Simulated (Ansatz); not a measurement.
Functionals compared on H2O on the 1x1 (10-10) surface of wurtzite ZnO (cut with top plane O + Zn), one in a 2x1 cell, started at the site 'top Zn #2', in Ansatz (plane waves, PAW). The structure was relaxed with PBE; the other rows are single points on it, each with its references at the same level. Cutoff 420 eV (500 eV for r2SCAN). HSE06 used the coarser mesh 3x3x1.

Host crystal: wurtzite ZnO, with a band gap (PBE, scalar-relativistic without spin-orbit coupling).

Slab: 35 atoms, 9.4 Å thick at the start under the adsorbate (thin: gaps and levels are the slab's own); k 3x4x1, smearing 0.01 eV, dipole-corrected; 16 atoms held, the rest relaxed; no symmetry held; no spin, no spin-orbit, no U, no dispersion correction. At the end it is bonded to Zn. In PBE it is, or lies within 0.03 eV of, the lowest of the starts that converged. These notes are the PBE run's. Adsorption energies are against H2O(g). A negative adsorption energy means that the adsorbate is more stable on the surface than in its reference.

```json
[
 {"functional": "PBE", "adsorption energy (eV)": "-0.96", "rough cost of the single point": "–"},
 {"functional": "RPBE", "adsorption energy (eV)": "-0.72", "rough cost of the single point": "around 2.8 core-minutes (rough)"},
 {"functional": "r2SCAN", "adsorption energy (eV)": "-1.11", "rough cost of the single point": "about 5 core-minutes (a rough figure)"},
 {"functional": "HSE06", "adsorption energy (eV)": "-0.99", "rough cost of the single point": "roughly 90 core-minutes"}
]
```

Ansatz is a quantum-chemistry and plane-wave program.
